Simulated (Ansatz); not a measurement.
## A O vacancy (middle of the slab) in a 2x1 cell of the 1x1 (100) surface of monoclinic HfO2 (cut with top plane 2 O)

Host crystal: monoclinic HfO2, with a band gap (PBE, scalar-relativistic without spin-orbit coupling).

The numbers are results of PBE (plane waves to 420 eV, PAW; Ansatz, an electronic-structure program), not measurements.

Slab: 47 atoms, 9.3 Å thick at the start (thin: gaps and levels are the slab's own); k 2x4x1, smearing 0.01 eV, dipole-corrected; 4 atoms held, the rest relaxed; no symmetry held; spin-polarised from one start with parallel moments (other orders not tried), no spin-orbit, no U. The starting moment vanished.

```yaml
formation energy against ½ O2(g): 6.28 eV
gap_of_the_slab_on_its_k_mesh: 1.10 eV
highest_filled_level_below_the_top_vacuum_level: 4.77 eV
change_of_the_step_from_the_bottom_to_the_top_vacuum_level_against_the_clean_slab: -0.089 eV
energy_released_by_relaxation: 0.089 eV
magnetic_moment_of_the_cell: 0.00 μB
largest_move_of_a_host_atom: 0.09 Å
```
